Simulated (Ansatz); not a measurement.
Start from GaAs in the zinc blende structure (space group F-43m, No. 216; a = 5.6656 Å). Axes: x, y, z lie along the cube axes.

Level of theory: Kohn–Sham DFT with the r2SCAN functional, run in Ansatz (a first-principles code) with PAW and 500 eV plane waves, no spin-orbit coupling, earlier PAW set.

It is then changed as follows: an isotropic linear strain of −0.91 %; the atoms relax in the strained cell.

**Question.** Predict the stress tensor and what it implies for the stiffness.

**Answer.** Stress of the strained cell less that of the base (GPa, compression positive):
```
   2.12    0.00    0.00
   0.00    2.12    0.00
   0.00    0.00    2.12
```

Then B = −ΔP/(ΔV/V₀) with ΔV/V₀ = -0.0271 gives secant stiffness values (nonlinear terms included at this strain): B ≈ 78 GPa.

No phonon test of stability was made.
